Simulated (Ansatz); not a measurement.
Results of HSE06 (plane waves, PAW; Ansatz, an electronic-structure program) for cubic perovskite CsSnI3 (cubic high-temperature phase).

Numerical settings: plane-wave cutoff 500 eV, 4×4×4 k mesh, gaussian smearing 0.02 eV, scalar-relativistic PAW data made under PBE.

The cell is the one relaxed with r²SCAN: a = b = c = 6.2230 Å, α = β = γ = 90.00°.

**Question.** Predict the band gap.

**Answer.** 
- band gap: 0.69 eV (on the SCF k mesh)

Note: held by symmetry at 0 K, a high-temperature phase can be a saddle point; cell and atoms aren't relaxed at this level (pressure 0.3 GPa).

Spin–orbit coupling is not included; with these elements it can move the gap by several tenths of an eV or more.

The result took roughly 6 core-minutes.
